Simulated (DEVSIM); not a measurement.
Structure: TaN/SiO2/n-Si capacitor, at 300 K.

```tsv
layer (left to right)	material	thickness (nm)	Nd (cm⁻³)
1	SiO2	5.30	-
2	Si	1500	1.4e17
```

Metal gate on the left, work function 4.4 eV. Fixed charge at the semiconductor interface -6.6e10 cm⁻² (in units of +e); interface traps 4.2e10 cm⁻² eV⁻¹, uniform in energy, neutral level at 0.5 of the gap above the valence band.

The device is made up for the run: typed textbook-type constants, with dimensions and the other settings drawn at random. Values at 300 K.

```
parameter      SiO2       Si
-------------  ----  -------
gap (eV)          9    1.124
affinity (eV)   0.9     4.05
permittivity    3.9     11.7
Nc (cm⁻³)         -  2.86e19
Nv (cm⁻³)         -   3.1e19
```

DEVSIM, 1D Poisson equation in equilibrium, Boltzmann statistics, complete ionisation; no quantum confinement or tunnelling. Metal contacts follow the ideal Schottky-Mott rule: no Fermi-level pinning, no interface dipoles.

Problem. Tabulate band edges, carrier densities and field at -0.4 V on the gate.

Solution. Energies count from the Fermi level of the right contact; mesh points crowd at the junctions.

| x (μm) | Ec (eV) | Ev (eV) | n (cm⁻³) | p (cm⁻³) | field (V/cm) |
|---|---|---|---|---|---|
| 0.000 | 3.900 | -5.100 | < 1e2 | < 1e2 | -360000 |
| 0.001019 | 3.863 | -5.137 | < 1e2 | < 1e2 | -360000 |
| 0.002442 | 3.812 | -5.188 | < 1e2 | < 1e2 | -360000 |
| 0.004013 | 3.755 | -5.245 | < 1e2 | < 1e2 | -360000 |
| 0.005340 | 0.558 | -0.566 | 1.2e10 | 9.6e9 | -130000 |
| 0.006503 | 0.543 | -0.581 | 2.2e10 | 5.4e9 | -130000 |
| 0.008953 | 0.512 | -0.612 | 7.1e10 | 1.6e9 | -120000 |
| 0.01615 | 0.429 | -0.695 | 1.8e12 | 6.6e7 | -110000 |
| 0.02858 | 0.313 | -0.811 | 1.6e14 | 720000 | -80000 |
| 0.05224 | 0.182 | -0.942 | 2.5e16 | 4600 | -32000 |
| 0.1021 | 0.138 | -0.986 | 1.4e17 | 850 | -570 |
| 0.2483 | 0.138 | -0.986 | 1.4e17 | 830 | ≈ 0 |
| 0.5013 | 0.138 | -0.986 | 1.4e17 | 830 | ≈ 0 |
| 0.9138 | 0.138 | -0.986 | 1.4e17 | 830 | ≈ 0 |
| 1.277 | 0.138 | -0.986 | 1.4e17 | 830 | ≈ 0 |
| 1.390 | 0.138 | -0.986 | 1.4e17 | 830 | ≈ 0 |
| 1.449 | 0.138 | -0.986 | 1.4e17 | 830 | ≈ 0 |
| 1.477 | 0.138 | -0.986 | 1.4e17 | 830 | ≈ 0 |
| 1.495 | 0.138 | -0.986 | 1.4e17 | 830 | ≈ 0 |
| 1.501 | 0.138 | -0.986 | 1.4e17 | 830 | ≈ 0 |
| 1.504 | 0.138 | -0.986 | 1.4e17 | 830 | ≈ 0 |
| 1.505 | 0.138 | -0.986 | 1.4e17 | 830 | ≈ 0 |
